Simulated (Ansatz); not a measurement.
Take HfC in the rock salt structure (space group Fm-3m, No. 225; a = 4.607 Å; relaxed with 0.1 eV smearing) as the base. Axes: x, y, z lie along the cube axes.

Structures relaxed with Ansatz (a quantum-chemistry and plane-wave program) PBEsol, spin-orbit coupling left out.

Base:

Simulated powder pattern, Cu Kα1, λ = 1.54056 Å (kinematic, ideal powder, no thermal factors, no anomalous dispersion; the 10 strongest lines at most, above 2 %, up to 2θ = 90°):

| 2θ (°) | I/Imax (%) | hkl |
|---|---|---|
| 33.67 | 100 | (111) |
| 39.07 | 64 | (200) |
| 56.45 | 44 | (220) |
| 67.36 | 44 | (311) |
| 70.79 | 15 | (222) |
| 83.95 | 7.3 | (400) |

After one change:

Simulated powder pattern, Cu Kα1, λ = 1.54056 Å (kinematic, ideal powder, no thermal factors, no anomalous dispersion; the 10 strongest lines at most, above 2 %, up to 2θ = 90°):

```tsv
2θ (°)	I/Imax (%)
34.25	100
38.59	23
40.33	41
57.05	30
58.36	14
67.06	15
69.44	28
72.17	15
82.74	2.6
87.18	4.7
```

Which change produced these results?
A. biaxial strain −1.00 %, plane normal [001], relaxed out of plane
B. biaxial strain −3.00 %, plane normal [001], relaxed out of plane
C. biaxial strain +2.00 %, plane normal [001], relaxed out of plane
D. biaxial strain +1.50 %, plane normal [001], relaxed out of plane

B, biaxial strain −3.00 %, plane normal [001], relaxed out of plane. Its volume per atom is 11.64 Å³ against 12.22 Å³, and its space group is I4/mmm (No. 139).

No phonon test of stability was made. The final runs are not spin-polarised.
